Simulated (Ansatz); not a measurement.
Take GaN in the zinc blende structure (space group F-43m, No. 216; a = 4.498 Å) as the base. Axes: x, y, z lie along the cube axes.

Calculations: r2SCAN/PAW in Ansatz (a first-principles code), scalar-relativistic without spin-orbit coupling.

Perturbation: uniaxial strain ε_zz = −1.50 %, all other strain components held at zero, atoms relaxed at fixed cell.

Problem. Predict the stress tensor and what it implies for the stiffness.

Solution. Stress of the strained cell less that of the base (GPa, compression positive):
```
   2.42    0.00    0.00
   0.00    2.42    0.00
   0.00    0.00    4.32
```

Then −Δσ_ii/ε with ε = -0.0150 gives secant stiffness values (nonlinear terms included at this strain): C33 ≈ 288 GPa, C13 ≈ 161 GPa and C23 ≈ 161 GPa.

Whether these cells are dynamically stable was not tested. This is not the structure that GaN has at room temperature and ambient pressure.
